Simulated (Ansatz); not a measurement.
The starting structures come from a database of crystals and need not be the phases stable at ambient conditions.

Inside the gap of an insulator the Bloch states are evanescent, with a wavenumber k + iκ along the transport direction.

Given:

```
KRb2ScF6
1.0
    6.27239     0.00000     0.00000
    0.00000     9.10659     0.00000
    3.13619     4.55330     3.13619
K Rb Sc F
1 2 1 6
Direct
  0.00000   0.50000   0.00000
  0.50000   0.75000   0.00000
  0.50000   0.25000   0.00000
  0.00000   0.00000   0.00000
  0.43947   0.16151   0.67698
  0.56053   0.83849   0.32302
  0.88355   0.72204   0.55592
  0.11645   0.27796   0.44408
  0.00000   0.77773   0.00000
  0.00000   0.22227   0.00000
```

The cell is taken as given.

Transport runs along the normal of the first two printed cell vectors, the (100) plane of the conventional cell.

No gap correction and no spin-orbit coupling; mid-gap is the computed energy nearest the middle.

Task: Predict the band gap and the smallest decay constant κ at mid-gap from r2SCAN run with Ansatz (a program for electronic structure).

Result: Gap 7.62 eV on a 10×10×10 mesh; κ = 0.547 1/Å, at the zone centre.
